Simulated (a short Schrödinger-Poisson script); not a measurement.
Stack: gated In0.52Al0.48As/In0.53Ga0.47As modulation-doped gas in a quantum well, at 20 K.

```
layer        material  thickness (nm)  Nd (cm⁻³)  Na (cm⁻³)
-----  --------------  --------------  ---------  ---------
1      In0.52Al0.48As               8          -          -
2      In0.52Al0.48As              30     5.1e17          -
3      In0.52Al0.48As               3          -          -
4      In0.53Ga0.47As               6          -          -
5      In0.52Al0.48As            4000          -       3e14
```

Constants are typed, rounded textbook-type inputs, not results; the design itself was drawn at random and stands for no fabricated device. In0.52Al0.48As: permittivity 12.5, conduction-band edge (eV) 0.52, gap (eV) 1.45, electron mass (mₑ) 0.075, Nv at 300 K (cm⁻³) 1.1e19. In0.53Ga0.47As: permittivity 13.9, conduction-band edge (eV) 0, gap (eV) 0.74, Nv at 300 K (cm⁻³) 7.7e18.

Channel valleys (confinement mass, in-plane density-of-states mass, number): Γ 0.041, 0.041, 1. At the gate the conduction-band edge of layer 1 lies 0.65 eV − eVg above the Fermi level of the channel; the field vanishes at the back. Donor level 0.006 eV below the band edge. The barrier under the gate holds no holes. Gaps are held at their typed values at every temperature. Mesh 0.08 nm at interfaces.

From a short Schrödinger-Poisson script (our own, NumPy): 1D Poisson equation in equilibrium, electrons quantum, Hartree plus LDA exchange-correlation (BenDaniel-Duke, 40 states a valley, the channel's in-plane mass for all, wave functions free to enter the barrier), parabolic valleys, classical holes, donors ionised by Fermi statistics, acceptors fully, no traps, pinning or gate leakage.

The same stack at other levels of the model or other numerical settings:

```csv
run,sheet density of all electrons at Vg = 0.4 V (cm⁻²),sheet density of all electrons at Vg = -0.1 V (cm⁻²),capacitance at Vg = 0.4 V (μF/cm²),centroid of the channel electrons at Vg = 0.4 V (nm),rough cost against the base
base,9.62e11,2.16e11,0.239,2.89,about 1
"electrons treated as classical, Boltzmann",…,3.86e11,…,0.53,0.02
"electrons treated as classical, Fermi-Dirac",9.92e11,2.97e11,…,2.76,0.08
"electrons treated as quantum, Hartree",9.41e11,2.03e11,0.237,2.90,about 1
mesh six times as coarse,9.59e11,2.13e11,0.239,2.89,0.3
one subband a valley,9.62e11,2.16e11,0.239,2.89,0.3
```

Problem. Some entries are withheld; supply them.

Solution. 
- electrons treated as classical, Boltzmann, sheet density of all electrons at Vg = 0.4 V (cm⁻²): 1.22e12
- electrons treated as classical, Fermi-Dirac, capacitance at Vg = 0.4 V (μF/cm²): 0.228
- electrons treated as classical, Boltzmann, capacitance at Vg = 0.4 V (μF/cm²): 0.268

The classical rows ignore confinement, and Boltzmann statistics overrate the density once the band edge passes the Fermi level.
